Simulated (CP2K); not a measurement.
Band structure of SiC (P6_3mc, 4 atoms in the cell).

```xyz
4
Lattice="3.0206 0.0000 0.0000 -1.5103 2.6160 0.0000 0.0000 0.0000 4.9585" Properties=species:S:1:pos:R:3 pbc="T T T"
Si     0.0000     1.7440     2.4773
Si     1.5103     0.8720     4.9565
C      0.0000     1.7440     4.3406
C      1.5103     0.8720     1.8614
```

Level of theory: PBE, GPW, DZVP-MOLOPT-SR-GTH basis, GTH-PBE potentials (GTH_POTENTIALS) (CP2K 2026.2).

Settings: CUTOFF = 400 Ry; REL_CUTOFF = 50 Ry; KPOINTS/SCHEME = MONKHORST-PACK 13 13 7; XC_FUNCTIONAL = PBE; Si/BASIS_SET = DZVP-MOLOPT-SR-GTH-q4; Si/POTENTIAL = GTH-PBE-q4; C/BASIS_SET = DZVP-MOLOPT-SR-GTH-q4; C/POTENTIAL = GTH-PBE-q4; METHOD = GPW; EPS_DEFAULT = 1e-10; EXTRAPOLATION = USE_GUESS; NGRIDS = 4; SCF_GUESS = ATOMIC; EPS_SCF = 1e-06.

The starting cell comes from a database of computed structures (which also holds hypothetical and non-ambient phases and stackings), without a prior relaxation at this level. Its lattice was rescaled by a random factor within 2.5 % of one. Values carry the incompleteness of an atom-centred basis.

### Question
Predict the gap along the standard path and the places of the band edges.

### Answer
The gap along the path is 2.24 eV, from Γ to K; the smallest direct gap on it is 4.12 eV.

Levels in eV from the top of the valence band on the SCF mesh, bands 5 to 9:
```json
[
 {"point": "Γ", "5": "-1.33", "6": "-0.11", "7": "0.00", "8": "0.00", "9": "5.49"},
 {"point": "M", "5": "-5.64", "6": "-3.45", "7": "-3.42", "8": "-1.20", "9": "2.92"},
 {"point": "K", "5": "-6.31", "6": "-4.21", "7": "-4.21", "8": "-4.01", "9": "2.24"},
 {"point": "A", "5": "-0.72", "6": "-0.72", "7": "-0.72", "8": "-0.72", "9": "6.61"},
 {"point": "L", "5": "-2.51", "6": "-2.51", "7": "-2.37", "8": "-2.37", "9": "3.54"},
 {"point": "H", "5": "-5.93", "6": "-5.93", "7": "-1.75", "8": "-1.75", "9": "5.48"}
]
```

Higher empty bands are left out: an atom-centred basis made for the valence describes them poorly.
